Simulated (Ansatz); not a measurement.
The reference is CoSi (space group P2_13, No. 198; a = 4.3857 Å; non-magnetic).

Method: DFT with PBEsol, PAW potentials and a 420 eV plane-wave cutoff in Ansatz (a program for electronic structure), no SOC.

Base values:

```
Item                   Value
-------------------  -------
Lattice parameter a  4.386 Å
```

The change: every Co is replaced by Rh; the structure is relaxed again.

Tabulated Pauling electronegativity and covalent radius: Co 1.88, 1.26 Å; Rh 2.28, 1.42 Å.

Task: How does this affect the lattice parameter a?

Result: The lattice parameter a rises by 0.287 Å, from 4.386 Å to 4.673 Å.

Whether these cells are dynamically stable was not tested. For RhSi in this form, whether it has been made was not checked. Starting moments died away, wholly or in part, for the base; another magnetic solution may exist. All final runs are without spin polarisation.
